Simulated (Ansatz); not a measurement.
InAs under a change: isotropic strain −0.50 %

The reference is InAs in the zinc blende structure (space group F-43m, No. 216; a = 6.1096 Å).

One thing is altered: an isotropic linear strain of −0.50 %; the atoms relax in the strained cell.

Computed with r2SCAN (Ansatz, a quantum-chemistry and plane-wave program; PAW; 500 eV plane waves; no spin-orbit coupling). Settings: 9×9×9 k-points, 0.05 eV Fermi–Dirac smearing.

```json
[
 {"quantity": "volume per atom", "base": "28.51 Å³", "changed": "28.08 Å³", "shift": "-0.43 Å³"},
 {"quantity": "space group", "base": "F-43m (No. 216)", "changed": "F-43m (No. 216)", "shift": "–"},
 {"quantity": "energy relative to the base (free energy F)", "base": "0 meV/atom", "changed": "+1.1 meV/atom", "shift": "+1.1 meV/atom"},
 {"quantity": "pressure", "base": "0.00 GPa", "changed": "0.88 GPa", "shift": "+0.887 GPa"},
 {"quantity": "band gap", "base": "0.08 eV", "changed": "0.16 eV", "shift": "+0.08 eV"},
 {"quantity": "gap character", "base": "direct at Γ", "changed": "direct at Γ", "shift": "–"},
 {"quantity": "mean gap deformation potential ΔEg/Δln V", "base": "–", "changed": "-5.5 eV", "shift": "–"},
 {"quantity": "width of the top valence band", "base": "2.80 eV", "changed": "2.86 eV", "shift": "+0.06 eV"},
 {"quantity": "valley order (the lowest conduction-band minima on the path, energy above the VBM, named in the base's zone)", "base": "Γ 0.08 eV; L along ⟨111⟩ 1.25 eV", "changed": "Γ 0.16 eV; L along ⟨111⟩ 1.29 eV", "shift": "–"}
]
```

Final structure:

```
CELL_PARAMETERS angstrom
      0.00000     3.03951     3.03951
      3.03951     0.00000     3.03951
      3.03951     3.03951     0.00000
ATOMIC_POSITIONS crystal
  In 0.00000 0.00000 0.00000
  As 0.25000 0.25000 0.25000
```

Whether these cells are dynamically stable was not tested. The zero or small gap of InAs can change with the level of theory.
